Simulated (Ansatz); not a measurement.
Ansatz (a first-principles code) run on V3Sn (Pm-3n, 8 atoms in the cell): zone-centre phonon calculation.

Computed with LDA (PW92), default PAW files made with PBE (plane waves; Ansatz).

```
CELL_PARAMETERS angstrom
      4.96328     0.00000     0.00000
      0.00000     4.96328     0.00000
      0.00000     0.00000     4.96328
ATOMIC_POSITIONS crystal
  V  0.50000 0.25000 0.00000
  V  0.50000 0.75000 0.00000
  V  0.25000 0.00000 0.50000
  V  0.75000 0.00000 0.50000
  V  0.00000 0.50000 0.25000
  V  0.00000 0.50000 0.75000
  Sn 0.50000 0.50000 0.50000
  Sn 0.00000 0.00000 0.00000
```

Reference input (self-consistent single point, DFT, LDA (PW92), plane waves, default PAW files made with PBE): basis.ecutwfc = 420 eV; kpoints.mp_grid.grid = 7 7 7; hamiltonian.xc = lda; hamiltonian.pseudopotentials = {kind: paw} (the program's default PAW files); scf.occupations.method = gaussian; scf.occupations.width = 0.1 eV. This run's input differs from it in these lines:

Ansatz 0.2 input:
```diff
@@ -15,3 +15,3 @@
 basis:
-  ecutwfc: 420.0 eV
+  ecutwfc: 505.0 eV
 kpoints:
@@ -23,6 +23,4 @@
   occupations: { method: gaussian, width: 0.1 eV }
-output:
-  forces: true
-  eigenvalues: true
-  stress: true
+phonons:
+  method: dfpt
```

Log, with long lists cut:

```
SCF iter   1: F=—  HF=-28922.364657 eV  |F-HF|=—  |Δ(HF+E_count)|=         —  Δρ=9.13e-3  dr2=5.31e-2  ethr=1.77e-3  ⟨swp⟩=6.0  Hψ=14361  notcnv=0
all-band conjugate gradients solve this SCF's bands
preconditioner: auto → Kerker (q_TF=auto, 2.664 Å⁻¹)
SCF iter   2: F=—  HF=-28922.353829 eV  |F-HF|=—  |Δ(HF+E_count)|=   1.08e-2  Δρ=3.90e-3  dr2=9.44e-3  ethr=5.01e-5  ⟨swp⟩=3.0  Hψ=7635  notcnv=0  defer=271
   [... lines left out ...]
SCF iter   7: F=—  HF=-28922.351723 eV  |F-HF|=—  |Δ(HF+E_count)|=   5.84e-8  Δρ=4.56e-6  dr2=1.80e-8  ethr=6.63e-10  ⟨swp⟩=2.0  Hψ=5718  notcnv=0  defer=271
SCF iter   8: F=—  HF=-28922.351723 eV  |F-HF|=—  |Δ(HF+E_count)|=   2.30e-8  Δρ=1.54e-6  dr2=3.08e-9  ethr=1.70e-11  ⟨swp⟩=2.1  Hψ=6031  notcnv=0  defer=271
SCF iter   9: F=—  HF=-28922.351723 eV  |F-HF|=—  |Δ(HF+E_count)|=  1.96e-10  Δρ=3.90e-7  dr2=1.23e-10  ethr=2.90e-12  ⟨swp⟩=2.0  Hψ=5078  notcnv=0  defer=271
SCF iter  10: F=-28922.351723 eV  HF=-28922.351723 eV  |F-HF|=7.28e-12  |Δ(HF+E_count)|=  2.18e-11  Δρ=3.78e-8  dr2=1.32e-12  ethr=1.00e-12  ⟨swp⟩=9.8  Hψ=20036  notcnv=0
SCF 1 converged in 10 iterations: F = -28922.351723 eV  dr2 = 1.32e-12
DFPT response loops at Γ: preconditioner auto → Kerker (q_TF=auto, 2.664 Å⁻¹) (partly filled bands, converged f_vac=0.000) …
Free energy (F): -28922.351723 eV
Internal energy: -28922.280678 eV  (E = F + TS)
E sigma→0 (E₀):  -28922.316201 eV
Entropy (-TS):   -0.071044 eV (-8.881 meV/atom)
Fermi energy:    15.629750 eV
--- Phonons (Γ-DFPT): 3 representative perturbations + reference, on 64 of 343 k-points (Σ response iterations 11) ---
  k mesh reduced under 4 symmetry operations, with k and −k counted as one. Each operation leaves every solved displacement unchanged or reverses it
  ASR residual: 4.908e-5 → 0.000e0 eV/Å²; symmetrization residual: 1.828e-5 eV/Å²
  ASR residual per site (eV/Å²): 2.71e-5 2.71e-5 2.71e-5 2.71e-5 2.71e-5 2.71e-5 4.91e-5 4.91e-5
  Γ frequencies (cm⁻¹): 0.00 0.00 0.00 77.26 77.26 77.26 131.49 131.49 132.87 141.85 141.85 141.85 144.88 144.88 144.88 175.99 175.99 175.99 232.67 232.67 232.67 233.07 233.07 233.07
  non-analytic LO–TO correction: not included (Born effective charges unavailable; polar crystals: no LO–TO splitting at Γ)
```

The run converged in 10 iterations. 

Summary of the result:
- Free energy E − TS (on the zero of these files) = -28922.3517 eV
- Fermi level (on the code's own zero) = 15.63 eV
- Zone-centre frequencies (cm⁻¹; negative means imaginary) = 0, 0, 0, 77, 77, 77, 131, 131, 133, 142, 142, 142, 145, 145, 145, 176, 176, 176, 233, 233, 233, 233, 233, 233

The starting cell comes from a database of computed structures (which also holds hypothetical and non-ambient phases and stackings), without a prior relaxation at this level. Its lattice was rescaled by up to half a per cent. Spin polarisation is off.

Cost on one core of a shared machine: roughly 7 min.
